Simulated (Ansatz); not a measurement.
**Zn (model structure, started from the diamond type, Fd-3m, No. 227, 2 atoms in the cell)**

Calculation: r²SCAN (plane waves, PAW; Ansatz, a first-principles code).

Numerical settings: plane-wave cutoff 560 eV, 18×18×18 k mesh, Fermi–Dirac smearing 0.05 eV, scalar-relativistic PAW data made under PBE.

Cell (relaxed at this level):

Space group Fd-3m, origin choice 1 (No. 227); a = 5.6882 Å, b = 5.6882 Å, c = 5.6882 Å, α = 90.00°, β = 90.00°, γ = 90.00°

```tsv
atom	site	symmetry	x	y	z
Zn	8b	-43m	0.5000	0.5000	0.5000
```
(The calculation used a cell of 2 atoms; values per cell refer to that cell.)

| Quantity | Value |
|---|---|
| band gap | zero (no gap) |
| bulk modulus | 34.7 GPa |

Note: the bulk modulus is −V dP/dV from two relaxed cells at ±2 % in volume; the relaxation could raise the start's symmetry but not lower it, so the cell can be a saddle point.

Static lattice: no zero-point or thermal effects.

The result took about 80 core-seconds (a rough figure).

A model structure was made by putting elements into a prototype or built by hand; it is no filed structure, need not be a known phase, and can be a saddle point held by its symmetry.
